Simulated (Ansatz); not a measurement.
**The (100) surface of germanium, from a spin-polarised start, ideal bulk-terminated 1x1 (bottom of the slab: dihydride, held)**

All values below come from PBE (plane waves to 420 eV, PAW; Ansatz, an electronic-structure program).

Model: 10-atom slab, 11.1 Å thick at the start with caps and adatoms (thin: gaps and levels are the slab's own), 7x7x1 mesh, Fermi-Dirac 0.025 eV, dipole correction, 4 atoms held, the rest relaxed; start symmetry kept, larger cells not searched; spin-polarised, no spin-orbit, no U. The slab shows no gap on its mesh. The starting moment vanished. In PBE it lies 0.63 eV a 1x1 cell over the lowest computed structure of the same composition (c(4x2) alternately buckled dimers).

```yaml
work_function_of_the_top_face: 5.05 eV
energy_released_by_relaxation: 0.006 eV
cost: very roughly 7 core-minutes
```
